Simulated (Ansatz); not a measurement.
rock-salt MgO (1 1 1) on diamond (1 1 1) (film strained to the substrate, started from cuts of the bulks and a machine-learned relaxation; metallic at this level, with no gap by band count)

A periodic stack without vacuum, rock-salt MgO (1 1 1) on diamond (1 1 1) (film strained to the substrate, started from cuts of the bulks and a machine-learned relaxation; metallic at this level, with no gap by band count): substrate slab C56, film Mg12O15, surface cells [[-2, 2], [-2, 0]] and [[1, 1], [-1, 2]], film strained by -3.0 and -3.0 %, outermost planes C/C and O/O as cut, which need not be the usual terminations and can put a slab off its formula.

The start was prepared with a machine-learned potential, and the result is one local minimum, with the in-plane cell held and forces under 0.04 eV/Å; the film can end far from its bulk form.

Level of theory: PBE (plane waves to 420 eV, PAW; Ansatz, a quantum-chemistry and plane-wave program). Spin–orbit coupling is left out; PBE gaps are too small against experiment. Its k-point mesh 5×5×1, Fermi–Dirac width 0.05 eV.

interface area: 22.1 Å²
period: 26.20 Å
gaps between the outermost planes at the two interfaces: 0.86 and 1.09 Å
C–O contacts across the interfaces within 1.22 times the sum of covalent radii: 6, mean 1.37 Å
C–Mg contacts across the interfaces within 1.22 times the sum of covalent radii: 2, mean 2.38 Å
spin-polarised check at this geometry: keeps a moment, energy -0.05 eV
slope of the mean potential energy in the substrate: -10.0 MV/cm × e

```
CELL_PARAMETERS angstrom
      5.05086     0.00020    -0.02698
      2.52546     4.37424     0.02911
      3.12230     2.26473    26.20549
ATOMIC_POSITIONS crystal
  C  0.02699 0.38709 0.02564
  C  0.53912 0.38282 0.02366
  C  0.17118 0.58682 0.02229
  C  0.66211 0.60981 0.02371
  C  0.07707 0.22868 0.08017
  C  0.58334 0.22090 0.07971
  C  0.08988 0.70764 0.07788
  C  0.58548 0.70988 0.07880
  C  0.74710 0.87108 0.09569
  C  0.24356 0.87431 0.09582
  C  0.74205 0.37015 0.10257
  C  0.24544 0.36914 0.10214
  C  0.72769 0.83758 0.15714
  C  0.22618 0.83835 0.15723
  C  0.72567 0.33686 0.15972
  C  0.22734 0.33692 0.15947
  C  0.38611 0.49428 0.17860
  C  0.88708 0.49382 0.17839
  C  0.38841 0.99161 0.17749
  C  0.88800 0.99151 0.17773
  C  0.36849 0.46018 0.23736
  C  0.86903 0.46006 0.23727
  C  0.37030 0.95772 0.23681
  C  0.87010 0.95758 0.23704
  C  0.03079 0.11418 0.25657
  C  0.53019 0.11394 0.25660
  C  0.02987 0.61424 0.25713
  C  0.53000 0.61456 0.25686
  C  0.01291 0.08040 0.31579
  C  0.51230 0.07992 0.31579
  C  0.01210 0.58018 0.31613
  C  0.51209 0.58058 0.31563
  C  0.67194 0.73475 0.33562
  C  0.17373 0.73565 0.33547
  C  0.67284 0.23639 0.33511
  C  0.17384 0.23563 0.33582
  C  0.65346 0.70009 0.39474
  C  0.15574 0.70247 0.39441
  C  0.65547 0.20270 0.39385
  C  0.15634 0.20142 0.39535
  C  0.32016 0.35958 0.41476
  C  0.81677 0.35248 0.41447
  C  0.31309 0.85735 0.41504
  C  0.81438 0.85854 0.41266
  C  0.30552 0.32763 0.47539
  C  0.80165 0.31475 0.47405
  C  0.29308 0.82474 0.47514
  C  0.79393 0.82577 0.46980
  C  0.94872 0.96302 0.49525
  C  0.45264 0.98693 0.49213
  C  0.96439 0.47487 0.48941
  C  0.47457 0.48846 0.49670
  C  0.84257 0.81794 0.55349
  C  0.48917 0.90996 0.54949
  C  0.89121 0.51098 0.54261
  C  0.57729 0.55298 0.55493
  Mg 0.21069 0.43462 0.64509
  Mg 0.54557 0.76750 0.64852
  Mg 0.88036 0.10309 0.64538
  Mg 0.51664 0.37933 0.74143
  Mg 0.85133 0.71518 0.74152
  Mg 0.18416 0.04575 0.74149
  Mg 0.82881 0.32428 0.83611
  Mg 0.15455 0.65238 0.83684
  Mg 0.48354 0.99831 0.83600
  Mg 0.12693 0.15542 0.95930
  Mg 0.47097 0.59355 0.92378
  Mg 0.78911 0.93187 0.92686
  O  0.54205 0.45424 0.60461
  O  0.90044 0.81090 0.60315
  O  0.28556 0.08251 0.58759
  O  0.87235 0.40422 0.69017
  O  0.19675 0.74524 0.69192
  O  0.52887 0.07723 0.69198
  O  0.16987 0.35412 0.78626
  O  0.50380 0.68716 0.78614
  O  0.83808 0.02174 0.78628
  O  0.48246 0.29483 0.88029
  O  0.80228 0.63914 0.87992
  O  0.14109 0.96832 0.88278
  O  0.65704 0.25852 0.97803
  O  0.11736 0.75270 0.97552
  O  0.56359 0.81206 0.98081
```
